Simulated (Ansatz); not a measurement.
## LiF, pressure series

Start from LiF in the rock salt structure (space group Fm-3m, No. 225; a = 4.068 Å).

Cell and atoms are relaxed at each pressure.

Level of theory: PBE (Ansatz, a program for electronic structure), no SOC.

Notes on the quantities. enthalpy: H = E + PV relative to the base's energy.

| case | enthalpy | width of the top valence band | density | electron mass |
|---|---|---|---|---|
| base | – | 0.95 eV | 2.56 g/cm³ | 0.86 mₑ (at Γ) |
| pressure −2 GPa | -0.11 eV/atom | 0.91 eV | 2.48 g/cm³ | 0.85 mₑ (at Γ) |
| pressure −1 GPa | -0.05 eV/atom | 0.93 eV | 2.52 g/cm³ | 0.86 mₑ (at Γ) |
| pressure 0.3 GPa | +0.02 eV/atom | 0.96 eV | 2.57 g/cm³ | 0.87 mₑ (at Γ) |
| pressure 0.7 GPa | +0.04 eV/atom | 0.97 eV | 2.59 g/cm³ | 0.87 mₑ (at Γ) |
| pressure 1.5 GPa | +0.08 eV/atom | 0.98 eV | 2.61 g/cm³ | 0.88 mₑ (at Γ) |
| pressure 3 GPa | +0.15 eV/atom | [?] | 2.67 g/cm³ | [?] |
| pressure 5 GPa | +0.25 eV/atom | 1.05 eV | 2.73 g/cm³ | [?] |
| pressure 7.5 GPa | +0.38 eV/atom | 1.09 eV | 2.81 g/cm³ | [?] |
| pressure 10 GPa | +0.49 eV/atom | 1.13 eV | 2.88 g/cm³ | 0.94 mₑ (at Γ) |

Complete the table.


- pressure 3 GPa, width of the top valence band: 1.01 eV
- pressure 3 GPa, electron mass: 0.89 mₑ (at Γ)
- pressure 5 GPa, electron mass: 0.90 mₑ (at Γ)
- pressure 7.5 GPa, electron mass: 0.92 mₑ (at Γ)

The levels and masses belong to the bands next to the band gap. Load acts through the strain it causes; cell and atoms are relaxed under it. Effective masses come from finite differences of ±0.01 Å⁻¹. No phonon test of stability was made. No other phases were tried under pressure.
